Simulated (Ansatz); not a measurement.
Bi2Te3: pressure series

Take Bi₂Te₃ in the Bi2Te3 type structure (space group R-3m, No. 166; a = 4.387 Å, c = 30.286 Å (hexagonal axes)) as the base.

Cell and atoms are relaxed at each pressure.

Level of theory: PBE-D3(BJ) (Ansatz, a first-principles code; PAW; 420 eV plane waves; no SOC).

Notes on the quantities. enthalpy: H = E + PV relative to the base's energy.

| change | volume per atom | band gap | enthalpy |
|---|---|---|---|
| base | 33.65 Å³ | 0.26 eV | – |
| pressure −1 GPa | 34.72 Å³ | 0.31 eV | -0.21 eV/atom |
| pressure 0.3 GPa | 33.41 Å³ | 0.26 eV | +0.06 eV/atom |
| pressure 0.7 GPa | 33.07 Å³ | 0.25 eV | +0.15 eV/atom |
| pressure 1.5 GPa | 32.49 Å³ | 0.24 eV | +0.31 eV/atom |
| pressure 3 GPa | 31.57 Å³ | 0.23 eV | +0.61 eV/atom |
| pressure 5 GPa | 30.57 Å³ | 0.24 eV | +1.00 eV/atom |
| pressure 7.5 GPa | 29.52 Å³ | 0.15 eV | +1.47 eV/atom |
| pressure 10 GPa | 28.62 Å³ | zero | +1.92 eV/atom |

A case with no gap was solved on a k-mesh chosen for an insulator, which is coarse for it. Spin-orbit coupling, missing from the scalar runs, can matter with Bi and Te. Load acts through the strain it causes; cell and atoms are relaxed under it. Whether these cells are dynamically stable was not tested. Competing high-pressure phases were not computed. All final runs are without spin polarisation. The zero or small gap of Bi2Te3 can change with the level of theory.
